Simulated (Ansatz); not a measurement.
**A computed series for ZnS: pressure series**

Consider ZnS in the zinc blende structure (space group F-43m, No. 216; a = 5.443 Å).

Cell and atoms are relaxed at each pressure.

Method: Ansatz (an electronic-structure program) PBE, no spin-orbit coupling.

Two rows of this table had their results exchanged by mistake.

| pressure | volume per atom (Å³) | shortest distance (Å) | band gap |
|---|---|---|---|
| pressure −2 GPa | 20.79 | 2.381 | 1.88 eV |
| pressure −1 GPa | 20.46 | 2.369 | 1.95 eV |
| pressure 1.8 GPa | 19.68 | 2.338 | 2.12 eV |
| pressure 4.2 GPa | 14.65 | 2.119 | 2.56 eV |
| pressure 9 GPa | 18.19 | 2.278 | 2.47 eV |
| pressure 18 GPa | 16.92 | 2.223 | 2.80 eV |
| pressure 30 GPa | 15.72 | 2.170 | 2.79 eV |
| pressure 45 GPa | 19.11 | 2.315 | 2.25 eV |
| pressure 60 GPa | 13.85 | 2.080 | 2.37 eV |

Question: Which two?

Answer: The rows for pressure 4.2 GPa and pressure 45 GPa: the volume has to fall steadily with pressure, so 19.11 Å³ belongs to pressure 4.2 GPa and 14.65 Å³ to pressure 45 GPa.

Load acts through the strain it causes; cell and atoms are relaxed under it. No phonon test of stability was made. Measured, ZnS leaves this structure (for rock salt) near 14.7 GPa (temperature not stated; as listed in Datta, Sujoy, Jana, Debnarayan, arXiv (2020)), on rising pressure, with hysteresis.
